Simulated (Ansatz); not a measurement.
Take C in the diamond structure (space group Fd-3m, No. 227; a = 3.5538 Å) as the base.

Levels (all Ansatz, a program for electronic structure, PAW): PBEsol (420 eV, no SOC); PBEsol+SOC (420 eV, with spin-orbit coupling).

The geometry is relaxed with PBEsol.

* **PBEsol electron mass**: 1.6 mₑ along k, 0.29 mₑ across (off the special points)
* **PBEsol lowest conduction level above the VBM at special points**: X 4.63 eV; U 5.56 eV; K 5.56 eV; Γ 5.57 eV
* **PBEsol smallest direct gap**: 5.57 eV
* **PBEsol width of the top valence band**: 8.51 eV

With PBEsol+SOC at the same geometry, the electron mass is still 1.6 mₑ along k, 0.29 mₑ across (off the special points); the lowest conduction level above the VBM at special points becomes X 4.63 eV; U 5.55 eV; K 5.55 eV; Γ 5.56 eV (PBEsol: X 4.63 eV; U 5.56 eV; K 5.56 eV; Γ 5.57 eV); the smallest direct gap drops by 0.01 eV (5.57 eV → 5.56 eV); the width of the top valence band remains 8.51 eV. The threefold valence maximum splits by Δso ≈ 13 meV.

Single points use the geometry relaxed with PBEsol. The spin-orbit shifts are approximate. Masses are band curvatures over ±0.01 Å⁻¹ around the edge. Along k means along the line from Γ to the band edge. Whether these cells are dynamically stable was not tested.
